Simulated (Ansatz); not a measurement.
Pair distribution function (total) of Ru, cell Ru48, brought to this temperature after a much hotter stage, below the measured melting point of 2607 K (tabulated, unchecked) (supercooled) [in the run: it was liquid; mean temperature 2571 K (target 2820 K); density 10.25 g/cm³; mean pressure -1.8 GPa against a target of 0; one k-point, which a denser mesh shifts by 0.1 GPa in pressure and 0.06 eV/Å in forces], from MD at 2571 K. Calculation: PBE (plane waves, PAW; Ansatz, a first-principles code). Volume per atom 16.38 Å³, mean pressure -1.8 GPa. 

(r (Å), g(r)): (1.66, 0.00); (1.74, 0.00); (1.82, 0.00); (1.90, 0.00); (1.98, 0.00); (2.06, 0.01); (2.14, 0.10); (2.22, 0.36); (2.30, 0.86); (2.38, 1.41); (2.46, 1.88); (2.54, 2.35); (2.62, 2.47); (2.70, 2.27); (2.78, 2.15); (2.86, 1.77); (2.94, 1.50); (3.02, 1.30); (3.10, 1.13); (3.18, 0.98); (3.26, 0.83); (3.34, 0.72); (3.42, 0.76); (3.50, 0.64); (3.58, 0.62); (3.66, 0.59); (3.74, 0.62); (3.82, 0.64); (3.90, 0.68); (3.98, 0.72); (4.06, 0.77); (4.14, 0.81); (4.22, 0.86); (4.30, 0.94); (4.38, 0.99); (4.46, 1.05); (4.54, 1.15)

### Question
From these data, give where the first shell ends and the number of neighbours in it.

### Answer
first minimum near 3.7 Å (g down to about 0.59); 12.5 neighbours in the shell, from n = 4πρ∫r²g(r)dr.
